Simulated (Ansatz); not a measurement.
The reference is ZnS in the zinc blende structure (space group F-43m, No. 216; a = 5.357 Å).

Computed with DFT with PBEsol, PAW potentials and a 420 eV plane-wave cutoff in Ansatz (an electronic-structure program), scalar-relativistic without spin-orbit coupling.

Strains are applied to the cell and any free atomic positions relax.

One change was made to it. Results:

| quantity | base | after |
|---|---|---|
| energy relative to the base (free energy F) | 0 meV/atom | +16 meV/atom |
| pressure | -0.01 GPa | -4.11 GPa |
| mean gap deformation potential ΔEg/Δln V | – | -4.2 eV |
| electron mass | 0.17 mₑ (at Γ) | 0.15 mₑ (at Γ) |
| valley order (the lowest conduction-band minima on the path, energy above the VBM, named in the base's zone) | Γ 2.09 eV; X along ⟨100⟩ 3.17 eV; L along ⟨111⟩ 3.24 eV | Γ 1.83 eV; L along ⟨111⟩ 3.12 eV; X along ⟨100⟩ 3.31 eV |

What was done to the base?
A. isotropic strain +1.50 %
B. isotropic strain −0.50 %
C. isotropic strain +2.00 %

C, isotropic strain +2.00 %. For comparison, the valley order in the other runs: isotropic strain +1.50 % gives Γ 1.90 eV; L along ⟨111⟩ 3.15 eV; X along ⟨100⟩ 3.27 eV; isotropic strain −0.50 % gives Γ 2.15 eV; X along ⟨100⟩ 3.14 eV; L along ⟨111⟩ 3.26 eV.

Masses are band curvatures over ±0.01 Å⁻¹ around the edge. No phonon test of stability was made.
